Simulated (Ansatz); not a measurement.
System: In2Si2O7 (C2/m, No. 12, 11 atoms in the cell; start mp-2874). Method: PBEsol+SOC (Ansatz, a program for electronic structure, PAW).

Input:

Ansatz 0.2 input:
```yaml
crystal:
  lattice:
    - [3.3156505129, -4.324603485, 0.0031136926]
    - [3.3156505129, 4.324603485, 0.0031136926]
    - [-1.0400486242, 0.0, 4.6094042188]
  atoms:
    - { symbol: In, position: [0.3076009765, 0.6923990235, 0.0] }
    - { symbol: In, position: [0.6923990235, 0.3076009765, 0.0] }
    - { symbol: Si, position: [0.2217357681, 0.2217357681, 0.4097593333] }
    - { symbol: Si, position: [0.7782642319, 0.7782642319, 0.5902406667] }
    - { symbol: O, position: [0.9210758527, 0.6074947818, 0.7813989608] }
    - { symbol: O, position: [0.0789241473, 0.3925052182, 0.2186010392] }
    - { symbol: O, position: [0.3925052182, 0.0789241473, 0.2186010392] }
    - { symbol: O, position: [0.6074947818, 0.9210758527, 0.7813989608] }
    - { symbol: O, position: [0.0, 0.0, 0.5] }
    - { symbol: O, position: [0.6078354405, 0.6078354405, 0.2824990065] }
    - { symbol: O, position: [0.3921645595, 0.3921645595, 0.7175009935] }
basis:
  ecutwfc: 520
  ecutrho_ratio: 4
  xc_grid: 2
kpoints:
  mp_grid: { grid: [6, 6, 6] }
hamiltonian:
  xc: pbesol
  dispersion: none
  pseudopotentials: { kind: paw }
scf:
  occupations: { method: fermi_dirac, width: 0.01 }
  convergence: { dr2_threshold: 0.0000000011 }
output:
  forces: true
  stress: true
  eigenvalues: true
magnetization:
  noncollinear: true
  spin_orbit: true
```

Excerpt of the program's output:

```
Crystal: 11 atoms, lattice volume = 132.215 Å³
Basis set: ecut = 520 eV, 3551 PW (Γ), exchange–correlation on 90×90×72 points (8 copies of the dense FFT grid, shifted against one another)
Bands: 98, of which v1, the nominal top of the filled ones, is band 76 counted from 1 (75 counted from 0)
Symmetry: 4 space group operations + 4 with time reversal
k-points: 68 of 216
Initial density: superposition of atomic densities (chi_scale 0.1, normalization cell, long waves kept (reshape's long-wave potential 0.09 eV rms))
Functional: x = pbesol(κ = 0.804, μ = 0.12345679012345678), c = pbesol(β = 0.046)
spin=Noncollinear: Resta preconditioning applied to the charge; magnetization (m_x, m_y, m_z) channels mix plain (no charge-response kernel on spin).
SCF 1 converged in 11 iterations: F = -16231.051216 eV  dr2 = 6.98e-10
SCF converged after 11 iterations
Free energy (F): -16231.051216 eV
Internal energy: -16231.051216 eV  (E = F + TS)
E sigma→0 (E₀):  -16231.051216 eV
Fermi energy:    7.707014 eV
--- Forces (eV/Å), atoms counted from 1 ---
  atom   1  In     0.00000000     0.00114167    -0.00000000
  atom   2  In    -0.00000000    -0.00114167     0.00000000
  atom   3  Si    -0.00254431     0.00000000    -0.00007213
  atom   4  Si     0.00254431    -0.00000000     0.00007213
  atom   5  O     -0.00017132    -0.00308667     0.00244585
  atom   6  O      0.00017132     0.00308667    -0.00244585
  atom   7  O      0.00017132    -0.00308667    -0.00244585
  atom   8  O     -0.00017132     0.00308667     0.00244585
  atom   9  O      0.00000000     0.00000000     0.00000000
  atom  10  O     -0.00195470     0.00000000    -0.00269048
  atom  11  O      0.00195470    -0.00000000     0.00269048
--- Stress (GPa, compression-positive) ---
       -0.030522      -0.000000      -0.004635
       -0.000000      -0.028961      -0.000000
       -0.004638      -0.000000      -0.021432
  P = ⅓ Tr σ = -0.0270 GPa (-0.270 kbar)
```

The PAW data were made under PBE.

A start named mp-… is a Materials Project structure, which need not be a measured phase.
